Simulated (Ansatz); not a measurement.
Functionals compared on a constructed model of the (100) surface of fcc Al, a pseudomorphic layer of Rh in the host's stacking (bottom of the slab: a bare face, its two planes held), in Ansatz (plane waves, PAW). The structure was relaxed with PBE; the other rows are single points on it. Cutoff 420 eV (500 eV for r2SCAN).

Model: 7-atom slab, 12.0 Å thick at the start, 13x13x1 mesh, Fermi-Dirac 0.1 eV, dipole correction, 2 atoms held, the rest relaxed; held to the start's symmetry, so lower structures may exist; no spin, no spin-orbit, no U. It is one candidate, not shown to be the stable structure of the face. These notes are the PBE run's.

```tsv
functional	work function of the top face (eV)	rough cost of the single point
PBE	4.58	–
RPBE	4.39	roughly 8 core-seconds
r2SCAN	4.50	around 20 core-seconds (rough)
```

Ansatz is an electronic-structure program.
